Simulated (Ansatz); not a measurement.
```yaml
crystal:
  lattice:
    - [11.00000, 0.00000, 0.00000]
    - [0.00000, 11.00000, 0.00000]
    - [0.00000, 0.00000, 5.69093]
  atoms:
    - { symbol: Ba, position: [0.50000, 0.50000, 0.00000] }
    - { symbol: S, position: [0.50000, 0.50000, 0.50000] }
```

Levels: PBE (plane waves to 420 eV, PAW; Ansatz, an electronic-structure program); PBE with spin-orbit coupling in Ansatz; r2SCAN (plane waves to 500 eV, PAW; Ansatz); Ansatz with HSE06. Unmarked values and the geometry are of the first. Mesh 1×1×54. No spin polarisation. Isolated but for its images some 11 Å away. A hypothetical model. Only distortions within the start's symmetry and period were free. Pairing along the axis, which can open a gap, is among the distortions not tried. HSE06 ran on a 1×1×3 mesh and at PBE's edge points. Buckling under compression is shut out by symmetry and the short period.

Question: Give the properties of this body.

Answer: PBE gap: 1.39 eV, direct at Γ
electron mass along the axis (PBE): 1.3 mₑ
hole mass along the axis (PBE): 0.18 mₑ
valence and conduction edges under the vacuum level (PBE): 3.17 and 1.77 eV
PBE+SOC gap at this geometry: 1.40 eV
r2SCAN gap at this geometry: 2.03 eV
HSE06 gap at this geometry: 2.24 eV
axial stiffness dF/dε: 34 nN
